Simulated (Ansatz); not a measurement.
Base system: MgF2 in the rutile structure (space group P4_2/mnm, No. 136; a = 4.639 Å, c = 3.062 Å). Axes: x, y, z lie along a, b, c of the conventional cell.

Levels (all Ansatz, a program for electronic structure, PAW): PBEsol (420 eV, no spin-orbit coupling); HSE06 (420 eV, without spin-orbit coupling).

Its gap is 6.89 eV with PBEsol and 9.38 eV with HSE06.

One thing is altered: biaxial strain +1.94 %, plane normal [001], relaxed out of plane (Cartesian); in-plane vectors clamped, the third vector and the atoms free.

With PBEsol the gap becomes 6.75 eV.

### Question
If the HSE06 correction stayed the same, what would the HSE06 gap be, and what does the HSE06 run give?

### Answer
A rigid correction of +2.49 eV gives 9.24 eV. The HSE06 run gives 9.23 eV, so the two effects roughly add.

Single points use the geometry relaxed with PBEsol. Whether these cells are dynamically stable was not tested. The base started in Pnnm and relaxed to P4_2/mnm at this level.
